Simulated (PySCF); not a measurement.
PySCF 2.14.0, R2SCAN/def2-svpd, df: Sb(I)3 ([I][Sb]([I])[I]), 4 atoms. The geometry is a generated start, not checked to be a minimum at this level.

| Quantity | Result |
|---|---|
| task | energy |
| method | r2scan |
| basis | def2-svpd |
| two-electron scheme | density fitting |
| mol.max_memory | 3000 MB |
| mf.max_cycle | 100 |
| mf.conv_tol | 1e-09 (default) |
| mf.grids.level | 3 (default) |
| effective core potentials | those of the basis set, past Kr |
| basis functions | 137 |
| grid points | 87832 |

```xyz
4

Sb     0.0088    -0.0015     1.0179
I     -1.8516    -1.5101    -0.3313
I     -0.3926     2.3489    -0.3454
I      2.2354    -0.8374    -0.3412
```

With the defaults (mf.DIIS = CDIIS, mf.diis = true, mf.init_guess = minao, mf.damp = 0, mf.diis_start_cycle = 1, mf.diis_space = 8, mf.level_shift = 0) it converges in 15 Fock builds. One run each on 2 threads, 1 BLAS thread, with these changes:
- mf.init_guess = 1e
- mf.diis = false, mf.damp = 0.7, mf.diis_start_cycle = 999
- mf.diis_space = 20
- mf.diis = false
- mf.DIIS = EDIIS
- mf.level_shift = 1 Hartree
- mf.init_guess = huckel
- mf.init_guess = mod_huckel
- mf.damp = 0.3, mf.diis_start_cycle = 4

**Question.** Name the settings that don't reach the solution of the defaults.

**Answer.** No convergence: mf.DIIS = EDIIS; mf.diis = false (the run ends without SCF convergence in 100 cycles). The rest reach the solution of the defaults.

```tsv
setting	Fock builds	end
mf.init_guess = mod_huckel	14	same solution
mf.init_guess = huckel	14	same solution
the defaults	15	same solution
mf.damp = 0.3, mf.diis_start_cycle = 4	15	same solution
mf.diis_space = 20	15	same solution
mf.init_guess = 1e	20	same solution
mf.diis = false, mf.damp = 0.7, mf.diis_start_cycle = 999	31	same solution
mf.level_shift = 1 Hartree	64	same solution
mf.DIIS = EDIIS	101	no convergence
mf.diis = false	101	no convergence
```
